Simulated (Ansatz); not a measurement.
KTaO3, response to strain

Take KTaO$_{3}$ in the cubic perovskite structure (space group Pm-3m, No. 221; a = 3.985 Å) as the base. Axes: x, y, z lie along the cube axes.

Strains are applied to the cell and any free atomic positions relax; under biaxial strain the out-of-plane vector relaxes too.

Method: PBEsol/PAW in Ansatz (a first-principles code), without spin-orbit coupling.

Notes on the quantities. energy relative to the base: free energy F.

| variant | ratio −ε⊥/ε∥ | energy relative to the base | band gap |
|---|---|---|---|
| base | – | 0 meV/atom | 2.14 eV |
| biaxial strain +0.60 %, plane normal [001], relaxed out of plane | – | +1.4 meV/atom | 2.10 eV |
| biaxial strain +1.20 %, plane normal [001], relaxed out of plane | 0.33 | +5.5 meV/atom | 2.06 eV |
| biaxial strain +1.80 %, plane normal [001], relaxed out of plane | 0.33 | +12 meV/atom | 2.03 eV |
| biaxial strain +2.40 %, plane normal [001], relaxed out of plane | 0.32 | +21 meV/atom | 1.99 eV |
| biaxial strain +3.00 %, plane normal [001], relaxed out of plane | 0.32 | +32 meV/atom | 1.96 eV |

With Ta present, leaving out spin-orbit coupling can change the band edges. Stability against distortions was not tested.
